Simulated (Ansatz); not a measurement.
The parent structure is Hf in the hcp (Mg type) structure (space group P6_3/mmc, No. 194; a = 3.1581 Å, c = 5.0045 Å; relaxed with 0.1 eV smearing). Axes: x lies along a and z along c of the hexagonal cell.

The values are results of PBEsol, PAW, 420 eV (Ansatz, a quantum-chemistry and plane-wave program; no spin-orbit coupling), not measurements.

One thing is altered: the cell is stretched by 1.50 % along x with no lateral relaxation, atoms relaxed at fixed cell.

Problem. What happens to the stress?

Solution. The stress (xx, yy, zz, yz, xz, xy; compression positive) is (-2.6, -1.2, -1.1, 0.0, 0.0, 0.0) GPa.

Problem. Estimate the effect on the largest internal atomic displacement.

Solution. The largest internal atomic displacement amounts to 0.011 Å.

The cells carry an imposed strain or load. No phonon test of stability was made. The final runs are not spin-polarised.
